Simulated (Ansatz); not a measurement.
Take LaAgS2 (space group R-3m, No. 166; a = 4.2597 Å, c = 17.7913 Å (hexagonal axes); a hypothetical phase, not in the database extracts checked) as the base.

All numbers come from plane-wave PAW DFT at the r2SCAN level (Ansatz, a first-principles code, 500 eV), spin-orbit coupling left out.

For the base:

| Item | Result |
|---|---|
| Width of the top valence band | 0.91 eV |
| Volume per atom | 23.30 Å³ |
| c/a ratio | 4.177 |
| Band gap | 2.60 eV |
| Gap character | indirect, T–H₂ (82 % along) → F |

It is then changed as follows: full substitution S → O, then cell and atoms are relaxed.

Tabulated Pauling electronegativity and covalent radius: S 2.58, 1.05 Å; O 3.44, 0.66 Å.

Q: Estimate the effect on the width of the top valence band.

A: The width of the top valence band grows by 0.21 eV (0.91 eV → 1.12 eV).

Q: Predict the new volume per atom.

A: The volume per atom falls by 7.58 Å³, from 23.30 Å³ to 15.72 Å³.

Q: Estimate the effect on the c/a ratio.

A: The c/a ratio hardly moves (4.177 against 4.175).

Q: What happens to the band gap?

A: The band gap decreases by 0.54 eV to 2.06 eV.

Q: What happens to the gap character?

A: The gap character becomes indirect, L → Γ (base: indirect, T–H₂ (82 % along) → F).

Whether these cells are dynamically stable was not tested. For LaAgO2 in this form, whether it has been made was not checked.
